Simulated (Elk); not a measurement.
```
Au
1.0
    0.00000     2.03388     2.03388
    2.03388     0.00000     2.03388
    2.03388     2.03388     0.00000
Au
1
Cartesian
  0.00000   0.00000   0.00000
```

Method: PBEsol, all-electron FP-LAPW, Elk's shipped species files, LAPW+lo basis in Elk 10.2.4.

The set-up and first iterations of an Elk log for Au (Fm-3m, 1 atom in the cell):

```
│ Elk code version 10.2.4 │

All units are atomic (Hartree, Bohr, etc.)

│ Ground-state run starting from atomic densities │

Lattice vectors :
   0.000000000       3.843476170       3.843476170
   3.843476170       0.000000000       3.843476170
   3.843476170       3.843476170       0.000000000

Unit cell volume      :    113.5540358
Brillouin zone volume :    2.184424461

Muffin-tin inner radius fraction :   0.1000000000E-01

Nuclei treated as point charges

Species :    1 (Au)
 parameters loaded from : Au.in
 name : gold
 nuclear charge    :   -79.00000000
 electronic charge :    79.00000000
 atomic mass :    359048.0559
 muffin-tin radius :    2.692748063
 number of radial points in muffin-tin :    697
 atomic positions (lattice), magnetic fields (Cartesian) :
   1 :   0.00000000  0.00000000  0.00000000    0.00000000  0.00000000  0.00000000

Total number of atoms per unit cell :    1

Spin treatment :
 spin-unpolarised

   [... lines left out ...]

Muffin-tin radius times maximum |G+k| :    7.500000000
 using average radius
Maximum |G+k| for APW functions       :    2.785258711
Maximum (1/2)|G+k|²                   :    3.878833043
Maximum |G| for potential and density :    5.570518422
 potential will be trimmed for |G| > 2 gkmax
Constant for pseudocharge density :    4
Radial integration step length :    4

G-vector grid sizes :     10    10    10
Number of G-vectors :      331

Maximum angular momentum used for
 APW functions                      :    8
 outer part of muffin-tin           :    6
 inner part of muffin-tin           :    1

Total nuclear charge    :   -79.00000000
Total core charge       :    48.00000000
Total valence charge    :    31.00000000
Total excess charge     :    0.000000000
Total electronic charge :    79.00000000

Effective Wigner radius, rₛ :   0.7001035682

Number of empty states         :    4
Total number of valence states :   20
Total number of core states    :   48

Total number of local-orbitals :   31

Exchange-correlation functional :     22     0     0
 PBEsol, Phys. Rev. Lett. 100, 136406 (2008)
 gradient requirement :    1
 generalised gradient approximation (GGA)

Smearing type :    3
 Fermi-Dirac
Smearing width :   0.3674930000E-02
Effective electronic temperature (K) :    1160.451112

Mixing type :    3
 Broyden mixing, J. Phys. A: Math. Gen. 17, L317 (1984)

Kohn-Sham potential initialised from atomic data
│ Self-consistent loop started │
│ Loop number : 1 │
 total energy                :     -19035.7943583
│ Loop number : 2 │
 total energy                :     -19036.2154400
RMS change in Kohn-Sham potential (target) :   0.2602663428     (  0.1000000000E-05)
Absolute change in total energy (target)   :   0.4210816538     (  0.1000000000E-03)
│ Loop number : 3 │
 total energy                :     -19038.0457679
RMS change in Kohn-Sham potential (target) :   0.2215792807     (  0.1000000000E-05)
Absolute change in total energy (target)   :    1.935598321     (  0.1000000000E-03)
│ Loop number : 4 │
 total energy                :     -19038.9644507
RMS change in Kohn-Sham potential (target) :   0.1869020570     (  0.1000000000E-05)
Absolute change in total energy (target)   :    1.402582352     (  0.1000000000E-03)
│ Loop number : 5 │
 total energy                :     -19040.8598377
RMS change in Kohn-Sham potential (target) :   0.9316339478E-01 (  0.1000000000E-05)
Absolute change in total energy (target)   :    2.246032668     (  0.1000000000E-03)
│ Loop number : 6 │
 total energy                :     -19042.2625532
RMS change in Kohn-Sham potential (target) :   0.2777549650E-01 (  0.1000000000E-05)
Absolute change in total energy (target)   :    1.964223588     (  0.1000000000E-03)
│ Loop number : 7 │
 total energy                :     -19042.9945171
RMS change in Kohn-Sham potential (target) :   0.2770033326E-02 (  0.1000000000E-05)
   [... lines left out ...]
```

Will this run converge, and how will it end?

The run ended unconverged after 200 iterations. It gives no final result for the task that was set. The log goes on:

```
Absolute change in total energy (target)   :    550.6709083     (  0.1000000000E-03)
│ Loop number : 134 │
 total energy                :     -17784.7903244
   [... lines left out ...]
RMS change in Kohn-Sham potential (target) :   0.1593453582E-02 (  0.1000000000E-05)
Absolute change in total energy (target)   :   0.3218900259     (  0.1000000000E-03)
│ Loop number : 198 │
 total energy                :     -19042.8877608
RMS change in Kohn-Sham potential (target) :   0.1765890427E-02 (  0.1000000000E-05)
Absolute change in total energy (target)   :   0.9424374432E-01 (  0.1000000000E-03)
│ Loop number : 199 │
 total energy                :     -19042.8917442
RMS change in Kohn-Sham potential (target) :   0.1802624976E-02 (  0.1000000000E-05)
Absolute change in total energy (target)   :   0.2754432287E-01 (  0.1000000000E-03)
│ Loop number : 200 │
Reached self-consistent loops maximum

Energies :
 Fermi                       :     0.272471568518
 total energy                :     -19046.4338974

Density of states at Fermi energy :    9.864131423
 (states/Hartree/unit cell)

Estimated indirect band gap :   0.1061004623
 from k-point      8 to k-point      6
Estimated direct band gap   :   0.1403898804
 at k-point      6

Charges :
 core                        :    48.00000000
 valence                     :    31.00000000
 interstitial                :   0.9375593540
 muffin-tins (core leakage)
  species :    1 (Au)
   atom    1                 :    78.06244065     (  0.1766229231E-03)
 total in muffin-tins        :    78.06244065
 total calculated charge     :    78.99300175
 total charge                :    79.00000000
 error                       :   0.6998245054E-02

│ Self-consistent loop stopped │
```

The starting cell has typed, rounded lattice constants, without a prior relaxation at this level. Its lattice was rescaled by up to half a per cent. Spin-orbit coupling is off. Values depend on the basis (sphere radii, cutoffs, local orbitals), which need not be converged.

The run was DFT, PBEsol, all-electron FP-LAPW, Elk's shipped species files, LAPW+lo basis. Main settings of its input:

```
setting           value
--------  -------------
xctype               22
rgkmax              7.5
stype                 3
swidth    0.00367493 Ha
ngridk            5 5 5
gmaxvr       3.9 1/bohr
nxoapwlo              1
```
